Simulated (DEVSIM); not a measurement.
## Ge p-i-n diode

Device: Ge p-i-n diode, at 300 K.

```csv
layer (left to right),material,thickness (μm),Nd (cm⁻³),Na (cm⁻³),τn (s),τp (s)
1,Ge,0.790,-,7.7e17,6.5e-5,6.5e-5
2,Ge,0.230,7.4e13,-,6.5e-5,6.5e-5
3,Ge,3.40,1.3e17,-,6.5e-5,6.5e-5
```

Left contact: ohmic. Right contact: ohmic. Voltage is applied to the left contact. Recombination: SRH at mid-gap. Mobility is μmin + (μ − μmin)/(1 + (N/Nref)^α).

Constants are typed, rounded textbook-type inputs, not results; the design itself was drawn at random and stands for no fabricated device. Values at 300 K.

```csv
parameter,Ge
gap (eV),0.664
affinity (eV),4
permittivity,16
Nc (cm⁻³),1.04e19
Nv (cm⁻³),6e18
μn (cm²/Vs),3900
μp (cm²/Vs),1900
"μn,min",150
"μp,min",100
"Nref,n",2.6e17
"Nref,p",4e17
αn,0.56
αp,0.6
```

Model (solved in DEVSIM): 1D drift-diffusion, Boltzmann statistics, complete ionisation; no tunnelling, impact ionisation, image-force lowering or self-heating.

* **Potential step across the device at zero bias**: 0.498 V
* **Dark forward voltage at 1 A/cm²**: 0.239 V
* **Dark forward voltage at 100 A/cm²**: 0.359 V

Small-signal capacitance in reverse bias (quasi-static):

```
V (V)  C (nF/cm²)
-----  ----------
-0.1         61.9
-0.25        58.7
-0.5         55.6
-0.75        53.5
-1           51.8
-1.5         49.1
```

Dark forward current:

| V (V) | J (A/cm²) |
|---|---|
| 0.05 | 0.00057 |
| 0.10 | 0.0045 |
| 0.15 | 0.032 |
| 0.20 | 0.22 |
| 0.25 | 1.5 |
| 0.30 | 11 |
| 0.35 | 72 |
| 0.40 | 470 |
| 0.45 | 2400 |
